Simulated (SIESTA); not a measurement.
Band structure of HgTe (F-43m, 2 atoms in the cell).

```xyz
2
Lattice="0.0000 3.2515 3.2515 3.2515 0.0000 3.2515 3.2515 3.2515 0.0000" Properties=species:S:1:pos:R:3 pbc="T T T"
Hg     0.0000     0.0000     0.0000
Te     1.6257     1.6257     1.6257
```

Method of the run: LDA PW92, numerical atomic orbitals DZP, PseudoDojo LDA standard norm-conserving potentials (rewritten from UPF to PSML) in SIESTA.

Settings: XC.functional = LDA; XC.authors = PW92; potentials = PseudoDojo LDA standard; PAO.BasisSize = DZP; PAO.EnergyShift = 0.01 Ry; MeshCutoff = 350 Ry; kgrid.MonkhorstPack = 6 6 6; OccupationFunction = MP; OccupationMPOrder = 0; ElectronicTemperature = 1578.21 K; MaxSCFIterations = 150; SCF.Mixer.Method = Broyden; SCF.Mixer.Weight = 0.25; SCF.Mixer.History = 8.

The starting cell comes from a database of computed structures (which also holds hypothetical and non-ambient phases and stackings), without a prior relaxation at this level. Its lattice was rescaled by a random factor within 2.5 % of one. Spin-orbit coupling is off. Values carry the incompleteness of an atom-centred basis.

Problem. Predict the gap along the standard path and the places of the band edges.

Solution. The gap along the path is 0.21 eV, direct at Γ to within 0.01 eV.

Levels in eV from the top of the valence band on the path, bands 15 to 19:
```tsv
point	15	16	17	18	19
Γ	-6.97	0.00	0.00	0.00	0.21
X	-6.49	-5.27	-2.19	-2.19	2.06
W	-6.34	-5.32	-2.53	-2.50	3.44
K	-6.41	-5.27	-2.81	-1.83	2.62
L	-6.61	-5.24	-0.96	-0.96	1.19
U	-6.41	-5.27	-2.81	-1.83	2.62
```

Higher empty bands are left out: an atom-centred basis made for the valence describes them poorly.
